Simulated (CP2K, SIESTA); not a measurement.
A SIESTA input for a self-consistent single point of Rb (Im-3m, 1 atom in the cell) (DFT, GGA PBE, numerical atomic orbitals DZP, PseudoDojo PBE standard norm-conserving potentials (rewritten from UPF to PSML)):

```
# files in the folder: Rb.psml (PseudoDojo PBE standard)
SystemName  Rb
SystemLabel rb

NumberOfAtoms                1
NumberOfSpecies              1
%block ChemicalSpeciesLabel
  1 37 Rb
%endblock ChemicalSpeciesLabel
LatticeConstant              1.0 Ang
%block LatticeVectors
    -2.726972000    2.726972000    2.726972000
     2.726972000   -2.726972000    2.726972000
     2.726972000    2.726972000   -2.726972000
%endblock LatticeVectors
AtomicCoordinatesFormat      Ang
%block AtomicCoordinatesAndAtomicSpecies
     0.000000000    0.000000000    0.000000000  1
%endblock AtomicCoordinatesAndAtomicSpecies

XC.functional                GGA
XC.authors                   PBE
PAO.BasisSize                DZP
PAO.EnergyShift              0.01 Ry
MeshCutoff                   350 Ry
%block kgrid.MonkhorstPack
   11   0   0  0.0
    0  11   0  0.0
    0   0  11  0.0
%endblock kgrid.MonkhorstPack
OccupationFunction           MP
OccupationMPOrder            0
ElectronicTemperature        3156.43 K

MaxSCFIterations             150
SCF.Mixer.Method             Pulay
SCF.Mixer.Weight             0.25
SCF.Mixer.History            6
SCF.DM.Tolerance             1.0E-05
Diag.ParallelOverK           true
WriteForces                  true
```

Task: Give the CP2K input for the same structure, mesh, smearing and functional.

Result: One input that does it (others would too):

```
&GLOBAL
  PROJECT scf
  RUN_TYPE ENERGY_FORCE
  PRINT_LEVEL MEDIUM
&END GLOBAL
&FORCE_EVAL
  METHOD Quickstep
  STRESS_TENSOR ANALYTICAL
  &DFT
    BASIS_SET_FILE_NAME BASIS_MOLOPT
    POTENTIAL_FILE_NAME GTH_POTENTIALS
    &QS
      METHOD GPW
      EPS_DEFAULT 1E-10
    &END QS
    &MGRID
      CUTOFF 500
      REL_CUTOFF 40
      NGRIDS 5
    &END MGRID
    &SCF
      SCF_GUESS ATOMIC
      EPS_SCF 1E-7
      MAX_SCF 100
      ADDED_MOS 4
      &DIAGONALIZATION
        ALGORITHM STANDARD
      &END DIAGONALIZATION
      &MIXING
        METHOD BROYDEN_MIXING
        ALPHA 0.2
        NBUFFER 12
      &END MIXING
      &SMEAR ON
        METHOD GAUSSIAN
        SIGMA [eV] 0.272
      &END SMEAR
    &END SCF
    &KPOINTS
      SCHEME MONKHORST-PACK 11 11 11
    &END KPOINTS
    &XC
      &XC_FUNCTIONAL PBE
      &END XC_FUNCTIONAL
    &END XC
    &PRINT
      &MO
        EIGENVALUES T
        OCCUPATION_NUMBERS T
        NDIGITS 8
        FILENAME mo
        &EACH
          QS_SCF 0
        &END EACH
        ADD_LAST NUMERIC
      &END MO
      &MULLIKEN ON
      &END MULLIKEN
    &END PRINT
  &END DFT
  &SUBSYS
    &CELL
      A 4.72325400 0.00000000 0.00000000
      B -1.57441800 4.45312700 0.00000000
      C -1.57441800 -2.22656300 3.85652100
      PERIODIC XYZ
    &END CELL
    &COORD
      SCALED
      Rb       0.00000000     0.00000000     0.00000000
    &END COORD
    &KIND Rb
      BASIS_SET DZVP-MOLOPT-SR-GTH-q9
      POTENTIAL GTH-PBE-q9
    &END KIND
  &END SUBSYS
  &PRINT
    &FORCES ON
    &END FORCES
    &STRESS_TENSOR ON
    &END STRESS_TENSOR
  &END PRINT
&END FORCE_EVAL
```

Basis settings and potentials, where a program has them, do not carry over. This input uses DFT PBE, GPW, DZVP-MOLOPT-SR-GTH basis, GTH-PBE potentials (GTH_POTENTIALS). Both were run: pressure 0.69 GPa in SIESTA and 0.47 in CP2K.

On SIESTA: the starting cell has typed, rounded lattice constants, without a prior relaxation at this level. Its lattice was rescaled by a random factor within 2.5 % of one. For this run, on top of that: lattice scaled by 0.98. Values carry the incompleteness of an atom-centred basis.

On CP2K: the starting cell has typed, rounded lattice constants, without a prior relaxation at this level. Its lattice was rescaled by a random factor within 2.5 % of one. For this run, on top of that: lattice scaled by 0.98. Values carry the incompleteness of an atom-centred basis.
